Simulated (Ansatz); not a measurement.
The parent structure is Hf in the hcp (Mg type) structure (space group P6_3/mmc, No. 194; a = 3.198 Å, c = 5.049 Å; relaxed with 0.1 eV smearing). Axes: x lies along a and z along c of the hexagonal cell.

Computed with r2SCAN/PAW in Ansatz (a quantum-chemistry and plane-wave program), spin-orbit coupling left out.

For the base:

| Property | Result |
|---|---|
| Shortest interatomic distance | 3.128 Å |
| Pressure | 0.0 GPa |

One thing is altered: uniaxial strain ε_zz = −1.00 %, all other strain components held at zero, atoms relaxed at fixed cell.

Task: How does this affect the shortest interatomic distance, energy relative to the base and pressure?

Result: The shortest interatomic distance falls by 0.0203 Å, from 3.128 Å to 3.107 Å; the energy grows by 1.4 meV/atom; the pressure (mean of the normal stresses, compression positive) goes from zero to 1.1 GPa.

Stability against distortions was not tested. All final runs are without spin polarisation.
